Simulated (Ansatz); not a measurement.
Model glasses of amorphous Al2O3, 72 to 75 atoms (Al28O42 before any change). Each row is one cell at a composition chosen by hand, melted whole on the CHGNet potential with the anions pushed apart under 1.9 Å, quenched within some picoseconds, far faster than a real film, and relaxed with PBE, scalar-relativistic without spin-orbit coupling (plane waves to 420 eV, PAW; Ansatz, a first-principles code). Each is the lower in DFT energy of 2 quenches. Cycles of charging and discharging were tried on the cells ahead of these points, and a cell that came back lower was taken. The column on the box says what of it was relaxed with the atoms; held means as the quench left it. Cells that kept moments or hold spare charge are left out.

Formal charges balance in every cell, with the guest at the charge named. Neighbours are the O atoms within a cut-off of 1.2 times the sum of covalent radii (1.1 times for Mo); the radius is Shannon's ionic radius for that charge at the coordination found, taken on a straight line between listed coordinations where the table lacks it, averaged where a cell holds several guest atoms. The coordination is that of the cell taken. The cells ran without spin polarisation.

```
guest  change of the cell               box  cut-off (Å)  O neighbours  ionic radius (Å)  mean guest-O distance (Å)
-----  ------------------  ----------------  -----------  ------------  ----------------  -------------------------
B3+            +2 B, +3 O  volume and shape         1.80          3, 3              0.01                       1.38
Be2+          +1 Be, +1 O  volume and shape         1.94             4              0.27                       1.64
Mo6+          +1 Mo, +3 O             shape         2.42             5              0.50                       1.88
Li1+          +2 Li, +1 O  volume and shape         2.33          4, 4              0.59                       2.04
Ag1+          +2 Ag, +1 O  volume and shape         2.53          2, 3              0.75                       2.21
Ca2+          +1 Ca, +1 O  volume and shape         2.90             6              1.00                   withheld
K1+            +2 K, +1 O             shape         3.23          4, 7              1.42                       2.81
```

Fit a straight line of the last column on the one before it through the 6 full rows, and predict the withheld value for Ca2+.

Means: x = 0.590, y = 1.993. Slope = Σ(Δx Δy) / Σ(Δx²) = 1.1915 / 1.1614 = 1.026; intercept = 1.993 − (1.026) × 0.590 = 1.388 Å; r.m.s. residual 0.035 Å. Prediction: 1.388 + (1.026) × 1.00 = 2.41 Å. The run gave 2.36 Å, a miss of 0.05 Å, within twice the residual.

What would hard spheres give for this line?

A slope of 1 and an intercept at the radius of O2−, 1.35 Å for two neighbours to 1.40 Å for six in Shannon's table; the fit has 1.026 and 1.388 Å.
